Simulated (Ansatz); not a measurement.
**Cr: pressure series**

The reference is Cr in the bcc (W type) structure (space group Im-3m, No. 229; non-magnetic).

```xyz
1
Lattice="-1.4240 1.4240 1.4240 1.4240 -1.4240 1.4240 1.4240 1.4240 -1.4240" Properties=species:S:1:pos:R:3 pbc="T T T"
Cr     0.0000     0.0000     0.0000
```

Cell and atoms are relaxed at each pressure.

Level of theory: plane-wave PAW DFT at the PBE level (Ansatz, a quantum-chemistry and plane-wave program, 420 eV), no spin-orbit coupling.

Notes on the quantities. enthalpy: H = E + PV relative to the base's energy.

```json
[
 {"case": "base", "enthalpy": "–", "density": "7.48 g/cm³"},
 {"case": "pressure −2 GPa", "enthalpy": "-0.14 eV/atom", "density": "7.42 g/cm³"},
 {"case": "pressure −1 GPa", "enthalpy": "-0.07 eV/atom", "density": "7.45 g/cm³"},
 {"case": "pressure 3 GPa", "enthalpy": "+0.21 eV/atom", "density": "7.56 g/cm³"},
 {"case": "pressure 7 GPa", "enthalpy": "+0.50 eV/atom", "density": "7.67 g/cm³"},
 {"case": "pressure 15 GPa", "enthalpy": "+1.05 eV/atom", "density": "7.88 g/cm³"},
 {"case": "pressure 30 GPa", "enthalpy": "+2.06 eV/atom", "density": "8.22 g/cm³"},
 {"case": "pressure 50 GPa", "enthalpy": "+3.33 eV/atom", "density": "8.63 g/cm³"},
 {"case": "pressure 75 GPa", "enthalpy": "+4.86 eV/atom", "density": "9.08 g/cm³"},
 {"case": "pressure 100 GPa", "enthalpy": "+6.31 eV/atom", "density": "9.48 g/cm³"}
]
```

Load acts through the strain it causes; cell and atoms are relaxed under it. Stability against distortions was not tested. Competing high-pressure phases were not computed. Seeded moments were not kept for the base. The final runs are not spin-polarised. Real Cr is antiferromagnetic at low temperature and ambient pressure, an order that this cell doesn't hold.
